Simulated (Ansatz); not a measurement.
We consider WPt₃ (model structure, started from the Cu3Au type, Pm-3m, No. 221, 4 atoms in the cell), described by r²SCAN in Ansatz (PAW).

Settings: plane-wave cutoff 560 eV, 14×14×14 k mesh, Fermi–Dirac smearing 0.05 eV, no spin polarisation, scalar-relativistic PAW data made under PBE.

Cell (relaxed at this level):

```cif
data_Pt3W
_chemical_formula_sum 'Pt3 W1'
_space_group_name_H-M_alt 'Pm-3m'
_space_group_IT_number 221
_space_group_name_Hall '-P 4 2 3'
_cell_length_a 3.94161
_cell_length_b 3.94161
_cell_length_c 3.94161
_cell_angle_alpha 90.000
_cell_angle_beta 90.000
_cell_angle_gamma 90.000
loop_
_atom_site_label
_atom_site_type_symbol
_atom_site_symmetry_multiplicity
_atom_site_Wyckoff_symbol
_atom_site_fract_x
_atom_site_fract_y
_atom_site_fract_z
_atom_site_occupancy
Pt1 Pt 3 c 0.00000 0.50000 0.50000 1
W1 W 1 a 0.00000 0.00000 0.00000 1
```

Problem. Give the computed bulk modulus B0.

Solution. 
- bulk modulus B0 = 297 GPa

Note: the run has no spin polarisation, so it can have missed a magnetic state; the bulk modulus is −V dP/dV from two relaxed cells at ±2 % in volume; the relaxation could raise the start's symmetry but not lower it, so the cell can be a saddle point.

Spin–orbit coupling is not included.

A model structure was made by putting elements into a prototype or built by hand; it is no filed structure, need not be a known phase, and can be a saddle point held by its symmetry.

Ansatz is a program for electronic structure.
